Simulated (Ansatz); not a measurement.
Base system: GaP in the zinc blende structure (space group F-43m, No. 216; a = 5.4386 Å). Axes: x, y, z lie along the cube axes.

Level of theory: PBEsol, PAW, 420 eV (Ansatz, an electronic-structure program; no SOC).

One thing is altered: every lattice vector is shortened by 3.00 %; the atoms relax in the strained cell.

Task: Predict the stress tensor and what it implies for the stiffness.

Result: Stress of the strained cell less that of the base (GPa, compression positive):
```
   9.50    0.00    0.00
   0.00    9.50    0.00
   0.00    0.00    9.50
```

Then B = −ΔP/(ΔV/V₀) with ΔV/V₀ = -0.0873 gives secant stiffness values (nonlinear terms included at this strain): B ≈ 109 GPa.

As a check, the harmonic strain energy −½ V₀ Δσ:ε is 54 meV/atom; the computed energy rise is 48 meV/atom.

Whether these cells are dynamically stable was not tested.
